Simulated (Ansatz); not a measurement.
## PBE against PBEsol: hypothetical zinc blende TlBr, electrons 3.0×10^21 cm⁻³

Start from TlBr in the zinc blende structure (space group F-43m, No. 216; a = 7.504 Å; a hypothetical phase, not in the database extracts checked).

(Cell as relaxed with PBE.)

Levels (all Ansatz, a program for electronic structure, PAW, earlier PAW set): PBE (420 eV, spin-orbit coupling left out); PBEsol (420 eV, no spin-orbit coupling).

Each level relaxes its own structure.

```
base                      PBE    PBEsol
-------------------  --------  --------
volume per atom      52.81 Å³  48.84 Å³
lattice parameter a   7.504 Å   7.311 Å
band gap              2.96 eV   2.77 eV
```

One thing is altered: electrons 3.0×10^21 cm⁻³, on a uniform background at fixed cell.

| quantity | PBE | PBEsol |
|---|---|---|
| shift of the gap caused by the change | -0.13 eV | -0.18 eV |
| Fermi level relative to the doped band's edge (positive inside the band; to 0.05 eV) | +0.45 eV | +0.50 eV |
| gap character | indirect, W → X | indirect, W → X |

PBE's shift of the gap caused by the change lies 0.05 eV above PBEsol's; the two agree on the gap character. Neither level is exact; PBEsol is the comparison here, not a measurement.

Charged cell with a jellium background: band edges are those of the host's band count, energies are not comparable with the neutral cell, and many-body gap narrowing is missing. Spin-orbit coupling, missing from the scalar runs, can matter with Tl. Stability against distortions was not tested.
